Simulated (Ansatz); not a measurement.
Terminations of the (115) surface of diamond, measured from the surface '2 pairs of surface atoms bonded, H on every dangling bond'. Atoms come from or go to: H: ½ H2(g). ΔE is the energy of forming the row's surface from that one (negative: more stable at these reservoirs); the vacuum level's shift is aligned on the shared bottom. No zero-point or thermal terms. These are constructed structures in small cells; real faces may alloy, dewet or reconstruct in larger ones, and not all known structures of the face are among them. Slabs of about 12 Å with all that they carry, Fermi-Dirac smearing of 0.025 eV. Bottom of the slabs: built like the top, H on every dangling bond, free. Relaxed from the named starts with such symmetry as they have, on meshes of like density; energies extrapolated to zero smearing; no spin-orbit coupling, no U. Spin-polarised runs, if any, are marked in brackets, and their order is one that fits the cell; the others ran without spin. Where a second, spin-polarised start was run, the lower counts. A dash marks a value that is undefined for that row (no clear gap, or no work function of a gapped slab) or was not read reliably on its mesh.

The numbers are results of PBE (plane waves to 420 eV, PAW; Ansatz, an electronic-structure program), not measurements.

| surface | atoms added per 1x1 | ΔE per 1x1 (eV) | slab gap (eV) | shift of the vacuum level (eV) |
|---|---|---|---|---|
| 2 pairs of surface atoms bonded, one H, on a paired C at depth 0.0 Å [spin, 1.0 μB a cell] | -2.5 H | 4.43 | 1.21 | 2.11 |
| 2 pairs of surface atoms bonded, one H, on a one-bond C at depth 0.5 Å [spin, 1.0 μB a cell] | -2.5 H | ? | 0.87 | 2.25 |
| 2 pairs of surface atoms bonded, H on every dangling bond | none | 0.00 | 2.86 | 0.00 |
| 2 pairs of surface atoms bonded, one H, on a paired C at depth 0.7 Å [spin, 1.0 μB a cell] | -2.5 H | ? | 1.47 | 2.41 |
| 2 pairs of surface atoms bonded, H on all but both atoms of one pair (paired C at depth 0.0 Å) [spin start, no net moment] | -1 H | 1.82 | 2.00 | 0.96 |
| 2 pairs of surface atoms bonded, H on all but both atoms of one pair (paired C at depth 0.7 Å) | -1 H | 1.78 | 1.84 | 0.69 |
| 2 pairs of surface atoms bonded, H on 5 of 6 dangling bonds, none on a paired C at depth 0.7 Å [spin, 1.0 μB a cell] | -0.5 H | ? | 1.40 | 0.37 |
| unpaired: 0 pairs of surface atoms bonded, no caps (2 C–C bonds formed) [spin start, no net moment] | -3 H | 4.87 | 1.75 | 2.82 |
| 2 pairs of surface atoms bonded, H on both atoms of one pair (paired C at depth 0.7 Å) alone [spin start, no net moment] | -2 H | 2.97 | 2.04 | 1.99 |
| 2 pairs of surface atoms bonded, H on 5 of 6 dangling bonds, none on a paired C at depth 0.0 Å [spin, 1.0 μB a cell] | -0.5 H | 1.14 | 1.54 | 0.51 |
| 2 pairs of surface atoms bonded, no caps [spin start, no net moment] | -3 H | 4.87 | 1.75 | 2.82 |
| 2 pairs of surface atoms bonded, H on both atoms of one pair (paired C at depth 0.0 Å) alone [spin, 2.0 μB a cell] | -2 H | 3.89 | 0.83 | 1.45 |

Task: Fill in the missing entries.

Result: 
- 2 pairs of surface atoms bonded, one H, on a one-bond C at depth 0.5 Å [spin, 1.0 μB a cell], ΔE per 1x1 (eV): 4.47
- 2 pairs of surface atoms bonded, one H, on a paired C at depth 0.7 Å [spin, 1.0 μB a cell], ΔE per 1x1 (eV): 4.15
- 2 pairs of surface atoms bonded, H on 5 of 6 dangling bonds, none on a paired C at depth 0.7 Å [spin, 1.0 μB a cell], ΔE per 1x1 (eV): 1.12
